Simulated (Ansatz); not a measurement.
Pressure series in CdSe

Take CdSe in the zinc blende structure (space group F-43m, No. 216) as the base.

```xyz
2
Lattice="0.0000 3.0982 3.0982 3.0982 0.0000 3.0982 3.0982 3.0982 0.0000" Properties=species:S:1:pos:R:3 pbc="T T T"
Se     4.6473     4.6473     4.6473
Cd     0.0000     0.0000     0.0000
```

Cell and atoms are relaxed at each pressure.

Method: PBE (Ansatz, an electronic-structure program, PAW, scalar-relativistic without spin-orbit coupling), earlier PAW set.

Base values:

Band gap: 0.49 eV

The aim is a band gap between 0.88 eV and 0.96 eV. Which of these changes reaches it?
A) pressure 4.5 GPa
B) pressure 15 GPa
C) pressure 9 GPa
D) pressure 22.5 GPa
E) pressure 30 GPa

B, pressure 15 GPa. It gives 0.91 eV; pressure 30 GPa gives 1.10 eV; pressure 4.5 GPa gives 0.66 eV; pressure 9 GPa gives 0.79 eV; pressure 22.5 GPa gives 1.02 eV. Changes not listed may reach it too

Load acts through the strain it causes; cell and atoms are relaxed under it. Whether these cells are dynamically stable was not tested. Tetrahedral semiconductors of this kind turn to denser phases somewhere between about 1 and 50 GPa; those were not computed, so compressed cells here can lie past the real transition.
